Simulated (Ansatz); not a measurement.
Given:

```yaml
crystal:
  lattice:
    - [2.49815, 0.00000, 0.00000]
    - [-1.24908, 2.16346, 0.00000]
    - [0.00000, 0.00000, 4.23405]
  atoms:
    - { symbol: C, position: [0.33333, 0.66667, 0.00022] }
    - { symbol: C, position: [0.66667, 0.33333, 0.50022] }
    - { symbol: C, position: [0.33333, 0.66667, 0.37478] }
    - { symbol: C, position: [0.66667, 0.33333, 0.87478] }
```

Method: r2SCAN, rigid bands (plane waves, PAW, scalar-relativistic; Ansatz, a program for electronic structure). Condition of this run: uniaxial stress along c of -22 GPa (compression positive) (the target of the relaxation). How the cell was made: cell and atoms relaxed with PBEsol, then loaded as said.

### Question
Predict the electron conductivity mass (n e² τ/σ) at 300 K, by direction if it differs.

### Answer
0.46 (x), 0.46 (y), 0.28 (z) mₑ.

### Question
Predict the hole conductivity mass (n e² τ/σ) at 300 K, by direction if it differs.

### Answer
0.44 (x), 0.44 (y), 0.71 (z) mₑ.

### Question
And the band gap?

### Answer
3.63 eV at this level; semilocal functionals usually fall short of the measured gap.

Rigid bands, one relaxation time for all states, no polarons. Spin-orbit coupling is left out. Geometry: cell and atoms relaxed with PBEsol.
